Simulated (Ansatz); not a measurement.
Here is the system:

```xyz
2
Lattice="0.0000 3.0819 3.0819 3.0819 0.0000 3.0819 3.0819 3.0819 0.0000" Properties=species:S:1:pos:R:3 pbc="T T T"
Cd     0.0000     0.0000     0.0000
Se     1.5410     1.5410     1.5410
```

No spin polarisation.

All numbers come from Kohn–Sham DFT with the r2SCAN functional, run in Ansatz (a program for electronic structure) with PAW and 500 eV plane waves, no spin-orbit coupling. k-mesh 9×9×9 (Γ-centred); smearing 0.05 eV (Fermi–Dirac).

### Question
Predict the electron mass and band gap.

### Answer
```json
{
 "electron_mass": "0.091 mₑ (at Γ)",
 "band_gap": "1.01 eV"
}
```

The cells carry an imposed strain or load. Masses are band curvatures over ±0.01 Å⁻¹ around the edge. Stability against distortions was not tested. The cell was made from CdSe in the zinc blende structure (space group F-43m, No. 216) by this change: isotropic strain +0.50 %.
